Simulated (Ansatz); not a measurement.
Consider GaN in the rock salt structure (space group Fm-3m, No. 225; a = 4.2195 Å; a model cell).

All numbers come from plane-wave PAW DFT at the PBEsol level (Ansatz, a first-principles code, 420 eV), no spin-orbit coupling.

Carriers are added at fixed cell with a uniform background; the Fermi–Dirac width is that of 300 K.

One change was made to it. Results:

The gap between the host's bands increases by 0.08 eV to 0.62 eV; the Fermi level relative to the doped band's edge (positive inside the band; to 0.05 eV) comes out as +0.10 eV; the gap character remains indirect, K–Γ (52 % along) → X.

**Question.** What was done to the base?
A) electrons 7.0×10^21 cm⁻³
B) holes 7.0×10^21 cm⁻³
C) holes 3.0×10^21 cm⁻³
D) electrons 3.0×10^21 cm⁻³
E) electrons 5.0×10^21 cm⁻³

**Answer.** C, holes 3.0×10^21 cm⁻³. For comparison, the gap between the host's bands in the other runs: electrons 5.0×10^21 cm⁻³ gives 0.55 eV; electrons 3.0×10^21 cm⁻³ gives 0.55 eV; holes 7.0×10^21 cm⁻³ gives 0.73 eV; electrons 7.0×10^21 cm⁻³ gives 0.55 eV.

Charged cell with a jellium background: band edges are those of the host's band count, energies are not comparable with the neutral cell, and many-body gap narrowing is missing. Whether these cells are dynamically stable was not tested. The base started in Pnma and relaxed to Fm-3m at this level. This is not the structure that GaN has at room temperature and ambient pressure.
